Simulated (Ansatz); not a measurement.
## CdSe, response to strain

Base system: CdSe in the zinc blende structure (space group F-43m, No. 216; a = 6.007 Å). Axes: x, y, z lie along the cube axes.

Strains are applied to the cell and any free atomic positions relax.

Calculations: DFT with LDA, PAW potentials and a 420 eV plane-wave cutoff in Ansatz (a program for electronic structure), without spin-orbit coupling.

Notes on the quantities. energy relative to the base: free energy F; pressure: mean of the normal stresses, compression positive.

```json
[
 {"change": "base", "largest internal atomic displacement": "–", "volume per atom": "27.10 Å³", "energy relative to the base": "0 meV/atom", "band gap": "0.41 eV", "pressure": "0.0 kbar"},
 {"change": "tensor shear ε_xy = +0.86 %", "largest internal atomic displacement": "0.011 Å", "volume per atom": "27.10 Å³", "energy relative to the base": "+0.6 meV/atom", "band gap": "0.36 eV", "pressure": "0.0 kbar"},
 {"change": "tensor shear ε_xy = +2.00 %", "largest internal atomic displacement": "0.026 Å", "volume per atom": "27.09 Å³", "energy relative to the base": "+3.3 meV/atom", "band gap": "0.30 eV", "pressure": "-0.2 kbar"},
 {"change": "tensor shear ε_xy = +1.71 %", "largest internal atomic displacement": "0.022 Å", "volume per atom": "27.09 Å³", "energy relative to the base": "+2.4 meV/atom", "band gap": "0.32 eV", "pressure": "-0.1 kbar"},
 {"change": "tensor shear ε_xy = +1.43 %", "largest internal atomic displacement": "0.019 Å", "volume per atom": "27.10 Å³", "energy relative to the base": "+1.7 meV/atom", "band gap": "0.34 eV", "pressure": "-0.1 kbar"},
 {"change": "tensor shear ε_xy = +1.14 %", "largest internal atomic displacement": "0.015 Å", "volume per atom": "27.10 Å³", "energy relative to the base": "+1.1 meV/atom", "band gap": "0.35 eV", "pressure": "0.0 kbar"}
]
```

Whether these cells are dynamically stable was not tested.
